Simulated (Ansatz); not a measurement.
The starting structures come from a database of crystals and need not be the phases stable at ambient conditions.

Inside the gap of an insulator the Bloch states are evanescent, with a wavenumber k + iκ along the transport direction.

Given:

```
BaCuYTe3
1.0
    4.44263     0.00000     0.00000
   -2.22132     7.49477     0.00000
    0.00000     0.00000    11.44983
Ba Y Cu Te
2 2 2 6
Direct
  0.75062   0.50124   0.75000
  0.24938   0.49876   0.25000
  0.00000   0.00000   0.00000
  0.00000   0.00000   0.50000
  0.53247   0.06494   0.25000
  0.46753   0.93506   0.75000
  0.63638   0.27276   0.43878
  0.36362   0.72724   0.56122
  0.36362   0.72724   0.93878
  0.63638   0.27276   0.06122
  0.07030   0.14060   0.75000
  0.92970   0.85940   0.25000
```

Space group of this cell: Cmcm. The cell is taken as given; by PBEsol its mean pressure is -2.6 GPa.

Transport runs along the normal of the first two printed cell vectors.

No gap correction and no spin-orbit coupling; mid-gap values are interpolated between computed energies.

### Question
Compute, with Ansatz (a quantum-chemistry and plane-wave program) with PBEsol, the band gap and the smallest decay constant κ at mid-gap.

### Answer
Gap 0.51 eV on a 8×8×4 mesh; κ = 0.102 1/Å, at the zone centre.
